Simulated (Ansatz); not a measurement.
Take Mg2Sn (space group Fm-3m, No. 225; a = 6.664 Å; relaxed with 0.1 eV smearing) as the base.

Method: LDA, PAW, 420 eV (Ansatz, a quantum-chemistry and plane-wave program; no SOC).

For the base:

```
Property    Value
--------  -------
Pressure  0.0 GPa
```

It is then changed as follows: an isotropic linear strain of +2.00 %; the atoms relax in the strained cell.

Q: Predict the new energy relative to the base and pressure.

A: The energy goes up by 12 meV/atom; the pressure goes from zero to -2.4 GPa.

No phonon test of stability was made.
